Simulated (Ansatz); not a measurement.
Consider MgF$_{2}$ in the rutile structure (space group P4_2/mnm, No. 136; a = 4.6220 Å, c = 3.0462 Å). Axes: x, y, z lie along a, b, c of the conventional cell.

Method: Kohn–Sham DFT with the r2SCAN functional, run in Ansatz (an electronic-structure program) with PAW and 500 eV plane waves, spin-orbit coupling left out.

Modification: uniaxial stress, 5 GPa compression along x; all other stress components relax to zero.

Question: Estimate the effect on the energy relative to the base.

Answer: The energy rises by 12 meV/atom.

Question: How does this affect the strain response?

Answer: The strain response (xx, yy, zz) comes out as (−6.78, +4.03, +0.79) %.

Stability under load was not tested beyond the relaxation.
